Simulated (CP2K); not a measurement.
Band structure of RuAl (Pm-3m, 2 atoms in the cell).

```yaml
crystal:
  lattice:
    - [2.99150, 0.00000, 0.00000]
    - [0.00000, 2.99150, 0.00000]
    - [0.00000, 0.00000, 2.99150]
  atoms:
    - { symbol: Al, position: [0.50000, 0.50000, 0.50000] }
    - { symbol: Ru, position: [0.00000, 0.00000, 0.00000] }
```

Method: PBE, GPW, DZVP-MOLOPT-SR-GTH basis, GTH-PBE potentials (GTH_POTENTIALS) (CP2K).

Settings: CUTOFF = 500 Ry; REL_CUTOFF = 40 Ry; SMEAR/METHOD = GAUSSIAN; SIGMA = 0.272 eV; KPOINTS/SCHEME = MONKHORST-PACK 9 9 9; XC_FUNCTIONAL = PBE; Al/BASIS_SET = DZVP-MOLOPT-SR-GTH-q3; Al/POTENTIAL = GTH-PBE-q3; Ru/BASIS_SET = DZVP-MOLOPT-SR-GTH-q16; Ru/POTENTIAL = GTH-PBE-q16; METHOD = GPW; EPS_DEFAULT = 1e-10; EXTRAPOLATION = USE_GUESS; NGRIDS = 5.

The starting cell has typed, rounded lattice constants, without a prior relaxation at this level. Its lattice was rescaled by a random factor within 2.5 % of one. Spin polarisation is off. Values carry the incompleteness of an atom-centred basis.

Levels in eV from the Fermi level, bands 6 to 11:
| point | 6 | 7 | 8 | 9 | 10 | 11 |
|---|---|---|---|---|---|---|
| Γ | -3.55 | -3.55 | 0.21 | 0.21 | 0.21 | 6.19 |
| X | -5.48 | -2.71 | -1.56 | -1.56 | 0.48 | 2.34 |
| M | -3.02 | -1.37 | -1.37 | -1.14 | -1.14 | 1.57 |
| R | -4.63 | -4.63 | 1.66 | 1.66 | 2.53 | 4.47 |

Bands cross the Fermi level along this path, so the cell is metallic at this level.

Higher empty bands are left out: an atom-centred basis made for the valence describes them poorly.
